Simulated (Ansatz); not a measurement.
# What biaxial strain −3.00 %, plane normal [001], relaxed out of plane does to SiC

Consider SiC in the zinc blende structure (space group F-43m, No. 216; a = 4.3290 Å). Axes: x, y, z lie along the cube axes.

One thing is altered: compressive biaxial strain of 3.00 % in the plane normal to [001], as in epitaxy on a mismatched substrate; the out-of-plane cell vector and the atoms relax.

The values are results of LDA, PAW, 420 eV (Ansatz, a program for electronic structure; spin-orbit coupling left out), not measurements. Γ-centred 13×13×13 mesh, Fermi–Dirac width 0.05 eV.

| quantity | base | changed | shift |
|---|---|---|---|
| volume per atom | 10.14 Å³ | 9.74 Å³ | -0.40 Å³ |
| space group | F-43m (No. 216) | I-4m2 (No. 119) | – |
| energy relative to the base (free energy F) | 0 meV/atom | +27 meV/atom | +27 meV/atom |
| pressure (mean of the normal stresses, compression positive) | 0.00 GPa | 9.88 GPa | +9.88 GPa |
| band gap (an upper bound: an edge found on the path is not a true extremum; the changed cell) | 1.30 eV | 0.98 eV | -0.32 eV |
| out-of-plane strain | – | +2.04 % | – |
| ratio −ε⊥/ε∥ | – | 0.68 | – |

Stability against distortions was not tested.
